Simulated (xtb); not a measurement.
xtb 6.7.1, GFN1-xTB: Zn(SH)(acac)(OH2)2 (CC1=CC(C)=[O]->[Zn](<-[OH2])(<-[OH2])([SH])[O]1), 23 atoms. The geometry is a generated start, not checked to be a minimum at this level.

| Item | Result |
|---|---|
| method | GFN1-xTB |
| --acc | 1 (default) |
| --etemp (K) | 300 (default) |
| detailed input (--input) | none: ANC optimiser, Lindh (1995) Hessian, microcycle=20, maxdispl=1.0, hlow=0.01 (default) |
| basis functions | 74 |
| valence electrons | 64 |

```xyz
23

Zn    -0.8388    -0.7332     1.0809
S     -0.8364    -2.6491     2.2584
H     -0.8883    -2.0337     3.4235
C      0.3991    -0.6764    -3.0318
C      0.3321    -0.2982    -1.5694
C      1.3449     0.5074    -1.0494
C      1.4192     0.9192     0.2805
C      2.6243     1.7260     0.7084
O      0.5580     0.6741     1.1739
O     -0.6527    -0.7493    -0.9176
H      1.1992    -0.1540    -3.5458
H      0.5613    -1.7503    -3.1107
H     -0.5529    -0.4513    -3.5091
H      2.1413     0.8062    -1.7116
H      3.3368     1.0507     1.1825
H      3.1063     2.2070    -0.1378
H      2.3306     2.4695     1.4460
O     -3.1020    -1.0322     0.3568
H     -3.3163    -1.8683     0.7903
H     -2.8751    -1.2514    -0.5533
O     -2.0147     0.7627     2.3034
H     -2.8306     0.9872     1.8461
H     -1.4452     1.5376     2.2858
```

Charge 0 and multiplicity 1 are set for this test and not shown to be the ground state.

The structure is relaxed from this start with --opt LEVEL for the levels crude, sloppy, loose, lax, normal, tight, vtight, extreme, once each. Up to the end of the extreme run atoms move by at most 1.5 Å along an axis.

Question: Which level is enough to come within 20 meV of the tightest end point?

Answer: lax: 60 cycles against 214, ending 7.3 meV above.

```csv
level,cycles,energy above the extreme run (meV),gradient norm (eV/Å)
crude,11,96,0.46
sloppy,18,79,0.19
loose,18,79,0.19
lax,60,7.3,0.042
normal,69,5.4,0.029
tight,94,3.0,0.0081
vtight,186,0.067,0.0037
extreme,214,—,0.0013
```
